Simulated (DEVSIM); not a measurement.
Device: abrupt Si p-n junction, at 300 K.

Layer 1 from the left is Si, thickness (μm) 43.0, Na (cm⁻³) 2.7e16, τn (s) 5.2e-7, τp (s) 5.2e-7. Layer 2 from the left is Si, thickness (μm) 2.40, Nd (cm⁻³) 6.4e16, τn (s) 5.2e-7, τp (s) 5.2e-7.

Left contact: ohmic. Right contact: ohmic. Voltage is applied to the left contact. Recombination: SRH at mid-gap. Mobility is constant in doping.

This is a model device: material constants are rounded textbook-type values typed into the input, and sizes, dopings and lifetimes were drawn at random. Values at 300 K.

Si: gap (eV) 1.124, affinity (eV) 4.05, permittivity 11.7, Nc (cm⁻³) 2.86e19, Nv (cm⁻³) 3.1e19, μn (cm²/Vs) 1417, μp (cm²/Vs) 470.

**Question.** Estimate by hand the built-in potential, the peak field at zero bias, the capacitance at -4 V, and compare with a numerical solution.

**Answer.** 
- Built-in potential: ni = √(Nc Nv) exp(−Eg/2kT) = 1.08e10 cm⁻³ with Eg = 1.124 eV; Vbi = kT/q ln(Na Nd/ni²) = 0.784 V; numerical 0.784 V.
- Peak field at zero bias: depletion approximation: W = √(2εVbi/(qN)) = 0.231 μm with N = 1.90e16 cm⁻³; field = 2Vbi/W = 67900 V/cm; numerical 65600 V/cm (estimate above by 3.5 %).
- Capacitance at -4 V: C = √(qεN / 2(Vbi + |V|)) = 18.1 nF/cm²; numerical 18.2 nF/cm² (estimate below by 0.54 %).

DEVSIM, 1D drift-diffusion, Boltzmann statistics, complete ionisation; no tunnelling, impact ionisation, image-force lowering or self-heating.
